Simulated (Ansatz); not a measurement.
The reference is GaN in the zinc blende structure (space group F-43m, No. 216; a = 4.498 Å). Axes: x, y, z lie along the cube axes.

Calculations: DFT with r2SCAN, PAW potentials and a 500 eV plane-wave cutoff in Ansatz (a first-principles code), without spin-orbit coupling.

Strains are applied to the cell and any free atomic positions relax; under stress the whole cell relaxes.

One change was made to it. Results:

```csv
quantity,base,after
gap character,direct at Γ,direct at Γ
band gap,2.17 eV,1.98 eV
energy relative to the base (free energy F),0 meV/atom,+4.4 meV/atom
```

Task: Name the change that was made.
A. strain tensor (xx, yy, zz, yz, xz, xy) = (+1.25, +0.78, −0.36, −0.16, −0.86, −0.28) %
B. isotropic strain −2.90 %
C. isotropic strain −2.10 %
D. uniaxial stress, 0.5 GPa tension along x

Result: A, strain tensor (xx, yy, zz, yz, xz, xy) = (+1.25, +0.78, −0.36, −0.16, −0.86, −0.28) %. For comparison, the band gap in the other runs: isotropic strain −2.10 % gives 2.60 eV; uniaxial stress, 0.5 GPa tension along x gives 2.16 eV; isotropic strain −2.90 % gives 2.76 eV.

Stability under load was not tested beyond the relaxation. This is not the structure that GaN has at room temperature and ambient pressure. k-point labels follow each cell's own Brillouin zone.
